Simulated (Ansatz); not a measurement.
# CaSnS3: pressure 0.7 GPa

The parent structure is CaSnS$_{3}$ (space group R-3, No. 148; a = 6.6555 Å, c = 18.4090 Å (hexagonal axes); a cell from a computed database, its experimental status unchecked).

Now apply this change: a hydrostatic pressure of 0.7 GPa.

All numbers come from plane-wave PAW DFT at the PBEsol level (Ansatz, a program for electronic structure, 420 eV), no SOC. Γ-centred 6×6×6 mesh, Fermi–Dirac width 0.05 eV.

```json
[
 {"quantity": "volume per atom", "base": "23.54 Å³", "changed": "23.28 Å³", "shift": "-0.26 Å³"},
 {"quantity": "c/a ratio", "base": "2.766", "changed": "2.758", "shift": "-0.008"},
 {"quantity": "shortest interatomic distance", "base": "2.546 Å", "changed": "2.539 Å", "shift": "-0.007 Å"},
 {"quantity": "enthalpy H = E + PV relative to the base's energy", "base": "–", "changed": "+0.10 eV/atom", "shift": "–"},
 {"quantity": "band gap", "base": "1.75 eV", "changed": "1.75 eV", "shift": "+0.009 eV"},
 {"quantity": "gap character", "base": "indirect, k = (0, 1/3, 0.167) in the run's primitive reciprocal basis → T", "changed": "indirect, k = (0, 1/3, 0.167) in the run's primitive reciprocal basis → T", "shift": "–"},
 {"quantity": "smallest direct gap", "base": "1.78 eV", "changed": "1.79 eV", "shift": "+0.01 eV"},
 {"quantity": "width of the top valence band", "base": "0.22 eV", "changed": "0.23 eV", "shift": "+0.005 eV"},
 {"quantity": "electron mass", "base": "0.56 mₑ along k, 0.80 mₑ across (at T)", "changed": "0.55 mₑ along k, 0.79 mₑ across (at T)", "shift": "–"}
]
```

Load acts through the strain it causes; cell and atoms are relaxed under it. Masses are band curvatures over ±0.01 Å⁻¹ around the edge. Along k means along the line from Γ to the band edge. Whether these cells are dynamically stable was not tested.
